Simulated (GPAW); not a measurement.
**Sensitivity of a calculation on Cd2S (P1, 3 atoms in the cell) to its settings**

```
Cd2S
1.0
    3.96267     0.00000     0.00000
   -1.98134     3.43177     0.00000
    0.00000     0.00000     5.80919
Cd S
2 1
Direct
  0.64159   0.33369   0.56604
  0.36437   0.68880   0.94704
  0.32737   0.64418   0.36408
```

Base run A: PBEsol, GPAW PAW datasets PBEsol (made by gpaw-setup) in GPAW 25.7.0, self-consistent single point.

Its settings: mode = pw; ecut = 600 eV; xc = PBEsol; kpts = 5 5 3; mesh shift (steps) = 0 0 0; occupations.name = fermi-dirac; occupations.width = 0 eV; nbands = -6; convergence.density = 1e-05 e/electron; convergence.bands = -4; symmetry.symmorphic = false; symmetry.tolerance = 0.0005; maxiter = 120.

The starting cell comes from a database of computed structures (which also holds hypothetical and non-ambient phases and stackings), without a prior relaxation at this level. Its atoms were displaced at random from the sites of space group no. 156.

ΔF is the free energy per atom less that of run A. A dash stands where there is no value to compare (another energy zero or no entropy term, no result, no spin, no clean gap, or a mesh too coarse for one). Absolute energies have different zeros for different potentials, functionals, Hubbard and dispersion terms and are not compared across them.

Run A gave: pressure (GPa) -2.07; largest force (eV/Å) 0.814; gap on the mesh (eV) 1.058; k-points 38.

Runs:
- B: convergence.density: 1e-05 e/electron → 9e-09 e/electron; convergence.energy: default → 3e-14 eV/electron; convergence.eigenstates: default → 3e-18
- C: ecut: 600 eV → 480 eV
- D: xc: PBEsol → MGGA_X_R2SCAN+MGGA_C_R2SCAN; dispersion: default → d4; potentials: GPAW PAW datasets PBE (gpaw-data 1.0.1) [r2SCAN-D4]
- E: kpts: 5 5 3 → 2 2 1
- F: symmetry.symmorphic: false → default; symmetry.tolerance: 0.0005 → default; symmetry: default → off
- G: xc: PBEsol → revPBE; potentials: GPAW PAW datasets revPBE (gpaw-data 1.0.1) [revPBE]
- H: lattice scaled by 1.03; ecut: 600 eV → 360 eV
- I: mode: pw → lcao; ecut: 600 eV → default; nbands: -6 → default; convergence.bands: -4 → default; h: default → 0.2 Å; basis: default → dzp [PBEsol, LCAO dzp]
- J: mixer.beta: default → 0.05; mixer.weight: default → 100
- K: mixer.backend: default → broyden
- L: eigensolver: default → {name: cg, niter: 2}

**Question.** What does run E change against A?

**Answer.** The free energy goes up by 6.3 meV/atom, the pressure goes from -2.07 to 1.42 GPa, the largest force goes from 0.814 to 0.930 eV/Å and the gap on the mesh goes from 1.058 to 1.322 eV.

**Question.** What does run H change against A?

**Answer.** The free energy rises by 202 meV/atom, the largest force goes from 0.814 to 0.554 eV/Å and the gap on the mesh goes from 1.058 to 0.819 eV.

```csv
run,ΔF (meV/atom),pressure (GPa),largest force (eV/Å),gap on the mesh (eV),k-points
A,0.00,-2.07,0.814,1.058,38
B,0.00,-2.07,0.815,1.058,38
C,11.5,-2.62,0.814,1.058,38
D,–,-1.18,0.951,1.148,38
E,6.3,1.42,0.930,1.322,4
F,0.00,-2.07,0.814,1.058,75
G,–,2.27,0.942,1.077,38
H,201.6,–,0.554,0.819,38
I,410.9,–,0.886,1.065,38
J,0.00,-2.07,0.814,1.058,38
K,0.00,-2.07,0.814,1.058,38
L,0.00,-2.07,0.815,1.058,38
```
